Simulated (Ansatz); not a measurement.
# A computed series for HfC: pressure series

Consider HfC in the rock salt structure (space group Fm-3m, No. 225; a = 4.607 Å).

Cell and atoms are relaxed at each pressure.

Level of theory: PBEsol (Ansatz, an electronic-structure program), without spin-orbit coupling.

Notes on the quantities. enthalpy: H = E + PV relative to the base's energy.

| variant | density | enthalpy |
|---|---|---|
| base | 12.94 g/cm³ | – |
| pressure −2 GPa | [?] | -0.15 eV/atom |
| pressure −1 GPa | 12.89 g/cm³ | -0.08 eV/atom |
| pressure 0.9 GPa | 12.99 g/cm³ | +0.07 eV/atom |
| pressure 2.1 GPa | 13.05 g/cm³ | +0.16 eV/atom |
| pressure 4.5 GPa | 13.17 g/cm³ | +0.34 eV/atom |
| pressure 9 GPa | 13.39 g/cm³ | +0.67 eV/atom |
| pressure 15 GPa | 13.66 g/cm³ | +1.11 eV/atom |
| pressure 22.5 GPa | 13.99 g/cm³ | +1.65 eV/atom |
| pressure 30 GPa | 14.29 g/cm³ | +2.17 eV/atom |

**Question.** Some entries are withheld; estimate them.

**Answer.** 
- pressure −2 GPa, density: 12.83 g/cm³

Load acts through the strain it causes; cell and atoms are relaxed under it. No phonon test of stability was made. No other phases were tried under pressure. The final runs are not spin-polarised.
